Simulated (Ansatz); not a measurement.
**Pressure series in hypothetical ReO3 type ScCl3**

The parent structure is ScCl$_{3}$ in the ReO3 type structure (space group Pm-3m, No. 221; a hypothetical phase, not in the database extracts checked).

```
ScCl3
1.0
    4.96318     0.00000     0.00000
    0.00000     4.96318     0.00000
    0.00000     0.00000     4.96318
Sc Cl
1 3
Cartesian
  0.00000   0.00000   0.00000
  2.48159   0.00000   0.00000
  0.00000   0.00000   2.48159
  0.00000   2.48159   0.00000
```

Cell and atoms are relaxed at each pressure.

Level of theory: DFT with r2SCAN, PAW potentials and a 500 eV plane-wave cutoff in Ansatz (a program for electronic structure), no SOC.

Two rows of this table had their results exchanged by mistake.

```tsv
pressure	volume per atom (Å³)	shortest distance (Å)	band gap
pressure −2 GPa	32.08	2.522	2.98 eV
pressure −1 GPa	31.27	2.501	3.02 eV
pressure 0.3 GPa	30.36	2.476	3.06 eV
pressure 0.7 GPa	30.11	2.469	3.07 eV
pressure 1.5 GPa	29.65	2.457	3.09 eV
pressure 3 GPa	26.99	2.381	3.16 eV
pressure 5 GPa	27.96	2.409	3.14 eV
pressure 7.5 GPa	28.86	2.435	3.12 eV
pressure 10 GPa	26.17	2.356	3.16 eV
```

**Question.** Which two?

**Answer.** The rows for pressure 3 GPa and pressure 7.5 GPa: the volume has to fall steadily with pressure, so 28.86 Å³ belongs to pressure 3 GPa and 26.99 Å³ to pressure 7.5 GPa.

Load acts through the strain it causes; cell and atoms are relaxed under it. No phonon test of stability was made. Competing high-pressure phases were not computed. The final runs are not spin-polarised.
